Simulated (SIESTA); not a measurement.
# Worked example: self-consistent single point of the (001) slab of Bi (cut from a parent of space group no. 166; 6 atoms in the cell) in SIESTA

Method: GGA PBEsol, numerical atomic orbitals DZP, PseudoDojo PBEsol standard norm-conserving potentials (rewritten from UPF to PSML) in SIESTA.

This input was run:

```
# files in the folder: Bi.psml (PseudoDojo PBEsol standard)
SystemName  Bi
SystemLabel bi

NumberOfAtoms                6
NumberOfSpecies              1
%block ChemicalSpeciesLabel
  1 83 Bi
%endblock ChemicalSpeciesLabel
LatticeConstant              1.0 Ang
%block LatticeVectors
     4.527250000    0.000000000    0.000000000
    -2.263625000    3.920713000    0.000000000
     0.000000000    0.000000000   23.456306000
%endblock LatticeVectors
AtomicCoordinatesFormat      ScaledCartesian
%block AtomicCoordinatesAndAtomicSpecies
     0.000000000    0.000000000    8.589206675  1
     2.263627264    1.306903026    6.999995031  1
     2.263627264    1.306903026   12.522711909  1
    -0.000002264    2.613809974   10.933594091  1
    -0.000002264    2.613809974   16.456310969  1
     0.000000000    0.000000000   14.867099325  1
%endblock AtomicCoordinatesAndAtomicSpecies

XC.functional                GGA
XC.authors                   PBEsol
PAO.BasisSize                DZP
PAO.EnergyShift              0.01 Ry
MeshCutoff                   400 Ry
%block kgrid.MonkhorstPack
    4   0   0  0.0
    0   4   0  0.0
    0   0   1  0.0
%endblock kgrid.MonkhorstPack
OccupationFunction           MP
OccupationMPOrder            0
ElectronicTemperature        0.1 eV

MaxSCFIterations             150
SCF.Mixer.Method             Pulay
SCF.Mixer.Weight             0.1
SCF.Mixer.History            8
SCF.DM.Tolerance             1.0E-05
Diag.ParallelOverK           true
WriteForces                  true
```

The program printed (abridged):

```
reinit: Reading from file input.fdf

reinit: System Name: Bi
reinit: System Label: bi

coor:   Atomic-coordinates input format  =     Cartesian coordinates
coor:                                          (in units of alat)

siesta: Atomic coordinates (Bohr) and species
siesta:      0.00000   0.00000  16.23125  1        1
siesta:      4.27764   2.46969  13.22807  1        2
siesta:      4.27764   2.46969  23.66450  1        3
siesta:     -0.00000   4.93938  20.66150  1        4
siesta:     -0.00000   4.93938  31.09792  1        5
siesta:      0.00000   0.00000  28.09475  1        6

siesta: System type = slab

initatomlists: Number of atoms, orbitals, and projectors:      6   108   192

siesta: ******************** Simulation parameters ****************************
redata: Spin configuration                          = none
redata: Time-Reversal Symmetry                      = T
redata: Number of Atomic Species                    =        1
redata: Mesh Cutoff                                 =   400.0000 Ry
redata: Net charge of the system                    =     0.0000 |e|
redata: Min. number of SCF Iter                     =        0
redata: Max. number of SCF Iter                     =      150
redata: SCF convergence failure will abort job
redata: SCF mix quantity                            = Hamiltonian
redata: Mix DM or H after convergence               =   F
redata: Recompute H after scf cycle                 =   F
redata: Mix DM in first SCF step                    =   T
redata: No kicks to SCF
redata: DM Mixing Weight for Kicks                  =     0.5000
redata: Require Harris convergence for SCF          =   F
redata: Harris energy tolerance for SCF             =     0.000100 eV
redata: Require DM convergence for SCF              =   T
redata: DM tolerance for SCF                        =     0.000010
redata: Require EDM convergence for SCF             =   F
   [... lines left out ...]
diag: Used triangular part                          = Lower
diag: Absolute tolerance                            =  0.100E-15
diag: Orthogonalization factor                      =  0.100E-05
diag: Memory factor                                 =  1.0000

superc: Internal auxiliary supercell:     5 x     5 x     1  =      25
superc: Number of atoms, orbitals, and projectors:    150   2700   4800

                        Single-point calculation

superc: Internal auxiliary supercell:     5 x     5 x     1  =      25
superc: Number of atoms, orbitals, and projectors:    150   2700   4800

outcell: Unit cell vectors (Ang):
        4.527250    0.000000    0.000000
       -2.263625    3.920713    0.000000
        0.000000    0.000000   23.456306

outcell: Cell vector modules (Ang)   :    4.527250    4.527250   23.456306
outcell: Cell angles (23,13,12) (deg):     90.0000     90.0000    120.0000
outcell: Cell volume (Ang**3)        :    416.3506
new_DM -- step:     1
Initializing Density Matrix...

Attempting to read DM from file... Failed...
DM filled with atomic data:

InitMesh: MESH = 48 x 48 x 288 = 663552
InitMesh: Mesh cutoff (required, used) =   400.000   414.242 Ry

stepf: Methfessel-Paxton step function
       Using Hermite-Gauss polynomials of order  0
        iscf     Eharris(eV)        E_KS(eV)     FreeEng(eV)     dDmax    Ef(eV) dHmax(eV)
   scf:    1   -13337.075666   -13328.201122   -13328.208127  0.586520 -3.422728  3.943260
   scf:    2   -13328.650468   -13328.449253   -13328.456251  0.048961 -3.492908  2.524255
   scf:    3   -13328.952357   -13328.709187   -13328.716227  0.035784 -3.594006  1.975718
   scf:    4   -13329.179005   -13328.977904   -13328.985006  0.087847 -3.808208  0.265890
   scf:    5   -13328.995288   -13328.988592   -13328.995675  0.013585 -3.796501  0.181295
   scf:    6   -13328.976614   -13328.984766   -13328.991841  0.020940 -3.726952  0.319094
   scf:    7   -13328.990413   -13328.989387   -13328.996471  0.019189 -3.775395  0.115604
   scf:    8   -13328.990076   -13328.989817   -13328.996901  0.005151 -3.756437  0.011447
   scf:    9   -13328.989816   -13328.989817   -13328.996901  0.000148 -3.756962  0.012825
   scf:   10   -13328.989820   -13328.989820   -13328.996905  0.000673 -3.754941  0.006864
   scf:   11   -13328.989823   -13328.989822   -13328.996907  0.000272 -3.755636  0.000178
   scf:   12   -13328.989822   -13328.989822   -13328.996907  0.000009 -3.755650  0.000084
SCF Convergence by DM+H criterion
max |DM_out - DM_in|         :     0.0000086757
max |H_out - H_in|      (eV) :     0.0000843767
SCF cycle converged after 12 iterations

Using DM_out to compute the final energy and forces

siesta: E_KS(eV) =           -13328.9898

siesta: E_KS - E_eggbox =    -13328.9898

siesta: Atomic forces (eV/Ang):
     1    0.000004   -0.000002    0.201843
     2   -0.000005    0.000002   -0.156063
     3   -0.000029    0.000017    0.078033
     4    0.000029   -0.000017   -0.078033
     5    0.000005   -0.000002    0.156063
     6   -0.000004    0.000002   -0.201843
   Tot   -0.000000    0.000000    0.000000
   Max    0.201843
   Res    0.088935    sqrt( Sum f_i^2 / 3N )
   Max    0.201843    constrained

Stress tensor Voigt[x,y,z,yz,xz,xy] (kbar):        3.09        3.11       -1.29       -0.00        0.00        0.02
(Free)E + p*V (eV/cell)   -13329.4228
Target enthalpy (eV/cell)   -13328.9969

siesta: Program's energy decomposition (eV):
siesta: Ebs     =     -1847.504691
siesta: Eions   =     14650.878431
siesta: Ena     =       841.880866
siesta: Ekin    =      6349.779844
siesta: Enl     =     -2478.393403
siesta: Eso     =         0.000000
siesta: Edftu   =         0.000000
siesta: DEna    =        67.333902
siesta: DUscf   =         1.587463
siesta: DUext   =         0.000000
siesta: Ex      =     -3225.676024
siesta: Ec      =      -234.624039
siesta: Exc     =     -3460.300063
siesta: Eharris =    -13328.989822
siesta: Etot    =    -13328.989822
siesta: FreeEng =    -13328.996907

siesta: Atomic forces (eV/Ang):
siesta:      1    0.000004   -0.000002    0.201843
siesta:      2   -0.000005    0.000002   -0.156063
siesta:      3   -0.000029    0.000017    0.078033
siesta:      4    0.000029   -0.000017   -0.078033
siesta:      5    0.000005   -0.000002    0.156063
siesta:      6   -0.000004    0.000002   -0.201843
siesta: ----------------------------------------
siesta:    Tot   -0.000000    0.000000    0.000000

siesta: Stress tensor (static) (eV/Ang**3):
siesta:     0.001928    0.000014    0.000000
siesta:     0.000014    0.001944   -0.000000
siesta:     0.000000   -0.000000   -0.000803

siesta: Cell volume =        416.350556 Ang**3

siesta: Pressure (static):
siesta:                Solid            Molecule  Units
siesta:          -0.00001114         -0.00001404  Ry/Bohr**3
siesta:          -0.00102288         -0.00128912  eV/Ang**3
siesta:          -1.63884075         -2.06539014  kBar

siesta: Electric dipole (a.u.)  =    0.000000   -0.000000    0.000000
siesta: Electric dipole (Debye) =    0.000000   -0.000000    0.000000
```

The run converged in 12 iterations.

The starting cell has typed, rounded lattice constants, without a prior relaxation at this level. The slab is cut from that crystal, and its faces are unrelaxed. Its lattice was rescaled by up to half a per cent. Values carry the incompleteness of an atom-centred basis.

Cost on one core of a shared machine: roughly 40 s.
